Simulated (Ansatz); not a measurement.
Several settings converged on WS₂ (R3m, 3 atoms in the cell)

```xyz
3
Lattice="1.5877 0.9166 6.4703 -1.5877 0.9166 6.4703 0.0000 -1.8333 6.4703" Properties=species:S:1:pos:R:3 pbc="T T T"
W      0.0000     0.0000     0.0630
S      0.0000     0.0000     8.0383
S      0.0000     0.0000     4.9288
```

Base method: LDA (PW92), default PAW files made with PBE (plane waves; Ansatz, a quantum-chemistry and plane-wave program).

Base settings: basis.ecutwfc = 30.9 Ry; kpoints.mp_grid.grid = 9 9 9; hamiltonian.xc = lda; hamiltonian.pseudopotentials = {kind: paw} (the program's default PAW files); scf.occupations.method = fixed.

The count of work is k-points × plane waves × bands × iterations; it is no time. Core times come from one kind of shared machine, to one figure; runs under 30 s give none.

**The cutoff for other potential files**

Level: DFT, LDA (PW92), plane waves, harder PAW files (source: ansatz) made with PBE.

In this ladder: hamiltonian.pseudopotentials = {kind: paw, source: ansatz}.

The second cell is the first with its lattice scaled by 0.98.

The mesh stays at the base's, so the ladder's end is converged at best in this setting alone.

The first pressure column holds Ansatz's estimate of the finite-basis (Pulay) stress, which hides part of the cutoff error; the other is without it.

Only quantities that move along the ladder and can be compared are tabulated.

| basis.ecutwfc | free energy less the last step's (meV/atom) | energy of the compressed cell less the first (meV/atom) | pressure (GPa) | pressure without the Pulay estimate (GPa) | largest difference of a force vector from the last step's (eV/Å) | count of work / last |
|---|---|---|---|---|---|---|
| 25 Ry | 40523.44 | -207.97 | -40.96 | -2116.78 | 0.817 | 0.11 |
| 30.9 Ry | 5044.09 | -5.06 | -7.07 | -311.68 | 0.062 | 0.13 |
| 39 Ry | 273.23 | 4.36 | -4.18 | -27.54 | 0.001 | 0.18 |
| 47.4 Ry | 6.02 | 5.57 | -4.07 | -4.93 | 0.001 | 0.25 |
| 55.9 Ry | 0.65 | 5.51 | -4.07 | -4.08 | 0.000 | 0.31 |
| 66.9 Ry | 0.36 | 5.51 | -4.07 | -4.07 | 0.000 | 0.42 |
| 83.8 Ry | 0.19 | 5.51 | -4.07 | -4.08 | 0.000 | 0.59 |
| 111.7 Ry | 0.00 | 5.51 | -4.07 | -4.08 | 0.000 | 1.0 |

Coarsest basis.ecutwfc that holds the free energy within 1 meV/atom of the last step, with all finer ones: 55.9 Ry, at 0.31 of the last step's count of work; the step before is off by 6.0 meV/atom.

Coarsest basis.ecutwfc that holds the pressure within 0.1 GPa of the last step, with all finer ones: 47.4 Ry, at 0.25 of the last step's count of work; the step before is off by 0.11 GPa.

Coarsest basis.ecutwfc that holds the pressure without the Pulay estimate within 0.1 GPa of the last step, with all finer ones: 55.9 Ry, at 0.31 of the last step's count of work; the step before is off by 0.85 GPa.

The energy difference between the two cells stays within 1 meV/atom of the last step's from 47.4 Ry on, the total only from 55.9 Ry on: much of the error is common to both cells and cancels.

At the lowest cutoff the pressure without the Pulay estimate lies 2110 GPa under the last step's, the usual sign of Pulay stress in an incomplete plane-wave basis.

**The relaxed cell against the cutoff**

On WS2 (R3m, 3 atoms in the cell): atoms on their sites.

In this ladder: relax = cell and atoms.

The mesh stays at the base's, so the ladder's end is converged at best in this setting alone.

Only quantities that move along the ladder and can be compared are tabulated.

```csv
basis.ecutwfc,relaxed volume (Å³/atom),relaxation steps,core time / last (rough)
15.4 Ry,17.108,64,1.0
18.4 Ry,17.140,37,0.8
21.7 Ry,17.158,18,0.7
26.1 Ry,17.142,10,0.2
30.9 Ry,17.138,8,0.3
37.1 Ry,17.134,8,0.4
46.3 Ry,17.134,8,0.4
61.7 Ry,17.133,8,1
```

Coarsest basis.ecutwfc that holds the relaxed volume within 0.017 Å³/atom of the last step, with all finer ones: 26.1 Ry, at about 0.2 of the last step's time; the step before is off by 0.024 Å³/atom.

On the base run: the starting cell comes from a database of computed structures (which also holds hypothetical and non-ambient phases and stackings), without a prior relaxation at this level. Its lattice was rescaled by up to half a per cent. One atom was moved a little off its site on purpose. In the base run, forces exceed 1 eV/Å.

Keys are those of Ansatz 0.2.
